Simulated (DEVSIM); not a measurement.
Device: Pd/SiON/p-Si capacitor, at 300 K.

| layer (left to right) | material | thickness (nm) | Na (cm⁻³) |
|---|---|---|---|
| 1 | SiON | 4.80 | - |
| 2 | Si | 17000 | 1.2e15 |

Metal gate on the left, work function 5.2 eV. Fixed charge at the semiconductor interface 3.3e11 cm⁻² (in units of +e); interface traps 1e10 cm⁻² eV⁻¹, uniform in energy, neutral level at 0.3 of the gap above the valence band.

Constants are typed, rounded textbook-type inputs, not results; the design itself was drawn at random and stands for no fabricated device. Values at 300 K.

| parameter | SiON | Si |
|---|---|---|
| gap (eV) | 7 | 1.124 |
| affinity (eV) | 1.4 | 4.05 |
| permittivity | 5.5 | 11.7 |
| Nc (cm⁻³) | - | 2.86e19 |
| Nv (cm⁻³) | - | 3.1e19 |

Simulated with DEVSIM: 1D Poisson equation in equilibrium, Boltzmann statistics, complete ionisation; no quantum confinement or tunnelling. Metal contacts follow the ideal Schottky-Mott rule: no Fermi-level pinning, no interface dipoles.

Problem. Give the band bending (positive: bands bend down) and minority sheet density.

Solution. 
```json
[
 {"Vg (V)": "-0.5", "ψs (V)": "-0.259", "minority carriers (cm⁻²)": "< 1e8"},
 {"Vg (V)": "-0.2", "ψs (V)": "-0.219", "minority carriers (cm⁻²)": "< 1e8"},
 {"Vg (V)": "0.1", "ψs (V)": "-0.111", "minority carriers (cm⁻²)": "< 1e8"},
 {"Vg (V)": "0.4", "ψs (V)": "0.156", "minority carriers (cm⁻²)": "< 1e8"},
 {"Vg (V)": "0.7", "ψs (V)": "0.450", "minority carriers (cm⁻²)": "< 1e8"},
 {"Vg (V)": "1", "ψs (V)": "0.724", "minority carriers (cm⁻²)": "1.4e11"},
 {"Vg (V)": "1.3", "ψs (V)": "0.824", "minority carriers (cm⁻²)": "1.4e12"}
]
```
